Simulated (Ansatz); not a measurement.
Structures of equal composition on the (0001) surface of hcp Co, ferromagnetic: a layer of Au in place of the second plane; a layer of Au in place of the third plane. The slabs share one bottom face, and each structure is named by its start. These are constructed structures in small cells; real faces may alloy, dewet or reconstruct in larger ones, and not all known structures of the face are among them. Slabs of about 10 Å, Fermi-Dirac smearing of 0.1 eV. Bottom of the slabs: a bare face, its two planes held. Relaxed from the named starts with such symmetry as they have, on meshes of like density; energies extrapolated to zero smearing; spin only where a row says so; no spin-orbit coupling, no U. Brackets mark spin-polarised runs, whose order is one that fits the cell. Where a second, spin-polarised start was run, the lower counts.

Level of theory: PBE (plane waves to 420 eV, PAW; Ansatz, a program for electronic structure).

Problem. Put the candidates in order of energy per 1x1 cell, lowest first, for PBE.

Solution. a layer of Au in place of the third plane (0.000 eV [spin, 8.4 μB a cell]), a layer of Au in place of the second plane (0.182 eV [spin, 8.5 μB a cell])
